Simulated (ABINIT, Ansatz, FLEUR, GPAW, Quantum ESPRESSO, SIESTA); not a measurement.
Code comparison for MnCuO2 (C2/m, 4 atoms in the cell)

Self-consistent single point, at a second geometry (lattice scaled by 0.98). First geometry:

```
MnCuO2
1.0
    2.78762    -1.44639     0.00000
    2.78762     1.44639     0.00000
   -1.41823     0.00000     5.70080
Mn Cu O
1 1 2
Cartesian
  0.00000   0.00000   0.00000
  2.07850   0.00000   2.85040
  2.15450   0.00000   4.67482
  2.00251   0.00000   1.02597
```
Moments meant for the start (each program seeds them in its own way; μB, in the order of the atoms Mn Cu O O): 4.0 0.0 0.0 0.0.

Shared settings, as Ansatz (a quantum-chemistry and plane-wave program) writes them: kpoints.mp_grid.grid = 7 7 3; scf.occupations.method = gaussian; scf.occupations.width = 0.136 eV. Potentials and cutoffs stand in the table.

```json
[
 {"code": "Ansatz", "model": "PBEsol, PAW files made with PBE", "ΔF from the first geometry (meV/atom)": "9.6", "pressure (GPa)": "7.31", "largest force (eV/Å)": "0.212", "size of the net moment (μB/atom)": "0.99", "cutoff": "default"},
 {"code": "Quantum ESPRESSO", "model": "PBEsol, GBRV 1.5 ultrasoft (PBESOL) pseudopotentials", "ΔF from the first geometry (meV/atom)": "12.4", "pressure (GPa)": "7.90", "largest force (eV/Å)": "0.219", "size of the net moment (μB/atom)": "0.99", "cutoff": "50 Ry"},
 {"code": "ABINIT", "model": "PBEsol, PAW (JTH v2.0 PBE PAW, files made for PBE)", "ΔF from the first geometry (meV/atom)": "13.5", "pressure (GPa)": "8.22", "largest force (eV/Å)": "0.243", "size of the net moment (μB/atom)": "0.99", "cutoff": "30 Ha"},
 {"code": "SIESTA", "model": "GGA PBEsol, numerical atomic orbitals DZP, PseudoDojo PBEsol standard norm-conserving potentials (rewritten from UPF to PSML)", "ΔF from the first geometry (meV/atom)": "16.1", "pressure (GPa)": "9.85", "largest force (eV/Å)": "0.457", "size of the net moment (μB/atom)": "0.99", "cutoff": "grid 350 Ry"},
 {"code": "GPAW", "model": "PBEsol, GPAW PAW datasets PBEsol (made by gpaw-setup)", "ΔF from the first geometry (meV/atom)": "23.9", "pressure (GPa)": "–", "largest force (eV/Å)": "0.321", "size of the net moment (μB/atom)": "0.99", "cutoff": "900 eV"},
 {"code": "FLEUR", "model": "PBEsol, all-electron FLAPW (FLEUR), scalar-relativistic valence", "ΔF from the first geometry (meV/atom)": "–", "pressure (GPa)": "–", "largest force (eV/Å)": "0.219", "size of the net moment (μB/atom)": "0.99", "cutoff": "Kmax 4.7 1/bohr"}
]
```

A dash marks a value that a program does not give, or that is left out as unsure.

On Ansatz's run: with one magnetic atom in the cell only a parallel order is possible.

The spread over the programs that give each value: ΔF from the first geometry within 14.3 meV/atom; pressure within 2.54 GPa; largest force within 0.245 eV/Å; size of the net moment within 0.00 μB/atom.

SIESTA uses small atom-centred bases, whose incompleteness enters pressures, forces and empty levels differently from a plane-wave cutoff. FLEUR treats all electrons, but the usual bases taken here (sphere radii, linearisation, local orbitals, empty states) were not tested for convergence, so the values are no reference for the others. Ansatz's pressure is given at a fixed set of plane waves, as the other plane-wave codes print theirs; with its correction for the finite basis it is 7.85 GPa (the shift of 0.54 GPa shows how far the cutoff is from converged). The pressure of GPAW is left out: its cutoff lies under the one at which its stress was checked. In the pressure, SIESTA (by 1.95) lies more than 1 GPa from the median of the plane-wave programs. In the force vectors, SIESTA (by 0.261), GPAW (by 0.145) and FLEUR (by 0.240) lie more than 0.08 eV/Å from the median of the plane-wave programs.

The shared mesh is coarse (it stands for a supercell whose shortest vector is 17 Å), so the values are not converged in it.

The starting cell comes from a database of computed structures (which also holds hypothetical and non-ambient phases and stackings), without a prior relaxation at this level. For this run, on top of that: lattice scaled by 0.98.

Keys are those of Ansatz 0.2.
